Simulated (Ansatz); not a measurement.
We consider CaZrN2 (R-3m, No. 166, 4 atoms in the cell; start mp-1029267), described by PBE0 (PAW; Ansatz, a program for electronic structure).

Settings: plane-wave cutoff 460 eV, 8×8×8 k mesh, Fermi–Dirac smearing 0.01 eV, scalar-relativistic PAW data made under PBE.

Cell (relaxed with PBEsol):

```
CELL_PARAMETERS angstrom
      1.64296     0.94856     5.55596
     -1.64296     0.94856     5.55596
      0.00000    -1.89713     5.55596
ATOMIC_POSITIONS crystal
  Ca 0.00000 0.00000 0.00000
  Zr 0.50000 0.50000 0.50000
  N  0.23853 0.23853 0.23853
  N  0.76147 0.76147 0.76147
```

### Question
Predict the band gap, smallest direct gap on the k points sampled and direct gap at Γ.

### Answer

* **band gap**: 2.03 eV (on the SCF k mesh)
* **smallest direct gap on the k points sampled**: 2.76 eV
* **direct gap at Γ**: 4.54 eV

Note: cell and atoms aren't relaxed at this level (largest force component 0.12 eV/Å, pressure 2.5 GPa).

Spin–orbit coupling is not included.

The computed numbers hold no vibrational or temperature effects.

A start named mp-… is a Materials Project structure, which need not be a measured phase.
